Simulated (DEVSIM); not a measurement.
System: abrupt Si p-n junction, at 300 K.

| layer (left to right) | material | thickness (μm) | Nd (cm⁻³) | Na (cm⁻³) | τn (s) | τp (s) |
|---|---|---|---|---|---|---|
| 1 | Si | 0.180 | - | 2.1e18 | 4.9e-7 | 4.9e-7 |
| 2 | Si | 38.0 | 9.8e16 | - | 4.9e-7 | 4.9e-7 |

Left contact: ohmic. Right contact: ohmic. Voltage is applied to the left contact. Recombination: SRH at mid-gap, radiative, Auger. Mobility is μmin + (μ − μmin)/(1 + (N/Nref)^α).

Constants are typed, rounded textbook-type inputs, not results; the design itself was drawn at random and stands for no fabricated device. Values at 300 K.

| parameter | Si |
|---|---|
| gap (eV) | 1.124 |
| affinity (eV) | 4.05 |
| permittivity | 11.7 |
| Nc (cm⁻³) | 2.86e19 |
| Nv (cm⁻³) | 3.1e19 |
| μn (cm²/Vs) | 1417 |
| μp (cm²/Vs) | 470 |
| μn,min | 52 |
| μp,min | 45 |
| Nref,n | 9.7e16 |
| Nref,p | 2.2e17 |
| αn | 0.68 |
| αp | 0.72 |
| B (cm³/s) | 4.7e-15 |
| Cn (cm⁶/s) | 2.8e-31 |
| Cp (cm⁶/s) | 9.9e-32 |

Simulated with DEVSIM: 1D drift-diffusion, Boltzmann statistics, complete ionisation; no tunnelling, impact ionisation, image-force lowering or self-heating.

Base results: dark forward voltage at 1 A/cm² (V) 0.683; dark forward voltage at 100 A/cm² (V) 0.829.

**Question.** What follows from this one change: thickness of layer 2 38 → 65 μm?

**Answer.** dark forward voltage at 1 A/cm² little changed (0.683 V); dark forward voltage at 100 A/cm² 0.829 → 0.849 V.

**Question.** What follows from this one change: constant mobility in place of the doping-dependent one?

**Answer.** dark forward voltage at 1 A/cm² 0.683 → 0.638 V; dark forward voltage at 100 A/cm² 0.829 → 0.775 V.
